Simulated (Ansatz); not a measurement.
Cell and atoms of amorphous Si30N40C:

```xyz
71
Lattice="9.2777 0.0000 0.0000 0.0000 9.2777 0.0000 0.0000 0.0000 9.2777" Properties=species:S:1:pos:R:3 pbc="T T T"
Si     6.1428     1.7651     3.9410
Si     5.6714     8.2677     5.0772
Si     3.8378     3.9632     6.1035
Si     4.7363     6.1624     7.0417
Si     0.0552     5.5304     7.1954
Si     3.1188     1.6658     8.2118
Si     0.9026     7.3344     8.7188
Si     1.3242     7.3113     2.7430
Si     5.0895     3.9989     8.2591
Si     3.2556     8.4656     6.9597
Si     5.9685     6.6500     0.4766
Si     7.8242     8.1051     7.0963
Si     0.0554     4.8555     4.1019
Si     8.5182     2.0955     4.7596
Si     7.0121     4.2406     5.7973
Si     5.5694     1.6946     0.8635
Si     1.1819     0.0149     5.0481
Si     7.0806     6.3919     3.3377
Si     1.1112     0.3522     0.8694
Si     3.6296     1.3157     5.0420
Si     2.2152     6.4211     5.2539
Si     1.5869     2.2891     3.0301
Si     3.5453     8.4676     0.6708
Si     8.8004     5.2411     1.1684
Si     4.3053     6.4982     2.8752
Si     8.2105     1.9544     1.9240
Si     9.2614     1.4736     7.6126
Si     7.6905     8.9369     0.0516
Si     4.0979     3.5135     2.8774
Si     7.8847     3.1781     8.5833
N      0.5275     1.4077     1.9888
N      7.6212     5.1336     4.4347
N      2.6613     7.8621     8.4895
N      4.8337     4.9625     2.6494
N      0.1712     8.1720     4.0040
N      5.4815     4.6027     6.4997
N      8.0189     0.3447     7.7981
N      1.4510     1.2355     8.6190
N      7.1001     0.8944     1.0224
N      0.3142     3.1828     3.9298
N      3.9350     2.9982     4.7413
N      4.7018     7.4657     1.3909
N      0.2271     1.2137     5.8904
N      3.5997     3.2791     7.7366
N      7.4346     8.1625     5.3798
N      0.8318     5.4159     5.5504
N      4.8484     7.7941     6.5542
N      0.0004     7.2573     7.2133
N      6.8027     7.6602     8.5936
N      3.3837     0.8723     6.7091
N      2.6443     3.1852     2.1728
N      9.2626     8.3564     0.5461
N      6.1324     2.8608     8.8811
N      5.3511     2.3106     2.4812
N      7.2648     6.1516     1.5713
N      2.6958     6.6891     3.5973
N      7.7215     1.3015     3.4529
N      8.3602     3.5447     0.9820
N      2.1042     8.0544     5.7964
N      2.2197     0.9946     4.1017
N      6.9523     2.6193     5.3413
N      5.1267     0.5373     4.6255
N      0.5125     5.6379     8.9958
N      3.3045     5.5958     6.2524
N      2.1686     8.5005     1.7154
N      5.5878     7.0927     3.8842
N      5.0395     5.6480     8.6868
N      4.1320     0.8479     0.1925
N      8.0213     4.4290     7.2449
N      0.3756     5.7855     2.6148
C      8.1928     7.7745     4.2417
```

The numbers are results of PBE, scalar-relativistic without spin-orbit coupling (plane waves to 420 eV, PAW; Ansatz, a first-principles code), not measurements.

Preparation: random packing, a CHGNet melt and quench, and a DFT relaxation. N atoms were pushed apart under 1.9 Å during the dynamics, to hinder bonds among them. The hot cell started wider than the set density and was brought back towards it in steps. It is the lowest in DFT energy of 2 quenches. It is a model cell: composition and starting density were chosen by hand, and all elements were melted together. No dispersion term was used. Its density started from a set value of 2.94 and ended at 2.94 g/cm³. Cooling (nominally 380 K/ps over its main leg) ran many orders faster than in experiment, which tends to leave more defects and strain. A cell of this size samples the disorder only roughly. The volume was held where the preparation left it, at a PBE pressure of 3.2 GPa. Stress components on the final sampling reach 6.5 GPa. Cycles of charging lowered its energy after that relaxation.

Cut-offs for bonds: Si-Si 2.60 Å, Si-N 2.08 Å, Si-C 2.19 Å, N-N 1.70 Å, N-C 1.76 Å, C-C 1.78 Å. Two cations that share two anions don't count as bonded, nor two that share one unless they lie closer than Si-Si 2.38 Å, Si-C 2.00 Å, C-C 1.63 Å.

**Question.** Give the coordination numbers, mean bond lengths and angles.

**Answer.** 
```yaml
Mean coordination of Si: 4.00 (30 with 4)
Mean coordination of N: 2.98 (2 with 2, 37 with 3, 1 with 4)
Mean coordination of C: 3.00 (1 with 3)
Mean Si-N bond: 1.753 Å (spread 0.056 Å, 117 counted)
Mean Si-Si bond: 2.396 Å (spread 0.000 Å, 1 counted)
Mean N-C bond: 1.380 Å (spread 0.041 Å, 2 counted)
Bond angle at Si: mean 109.1°, spread 11.2°
Bond angle at N: mean 117.1°, spread 12.7°
```

**Question.** Which atoms depart from the most common coordination of their element?

**Answer.** N34 has 2 (Si25 1.64 Å, Si29 1.64 Å); N36 has 4 (Si15 1.72 Å, Si3 1.81 Å, Si4 1.81 Å, Si9 1.90 Å); N51 has 2 (Si22 1.63 Å, Si29 1.65 Å).
